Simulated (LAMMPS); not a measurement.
MD of W (bcc) at zero pressure, 1024 atoms, as a liquid; each row is its own run.

Model: classical MD, pair style meam, file library.meam (library.meam-W); code LAMMPS.

```
T (K)  D(W) (cm²/s)
-----  ------------
2960        1.26e-5
3330        1.98e-5
3700        2.74e-5
4620        5.12e-5
5170        7.10e-5
```

Problem. Fit an Arrhenius law, ln y = a + b / x, to these rows (x is the first column, y the second) and predict the run at x = 4060.

Solution. Least squares gives a = -7.2964 and b = -11810. The slope times kB gives an activation energy of 1.02 eV. At x = 4060 the fit predicts 3.70e-5 cm²/s. The run itself gave (3.34 ± 0.06) × 10^-5 cm²/s, so the fit is 11 % high.

Caution: the potential MEAM library.meam-W is a first-neighbour MEAM set with a 4 Å cutoff, used here without a parameter file and away from the static properties it was fitted to.

Caution (rows 2960; 3330): this liquid lies under the measured melting point of 3695 K, so it is undercooled or the potential melts low.

Caution: a run this short can hold a crystal over, or a liquid under, the potential's own melting point, which these runs don't give.

Errors of D are the spread over four groups of atoms in one short run; a floor of about 5 %, a picked value, is safer.
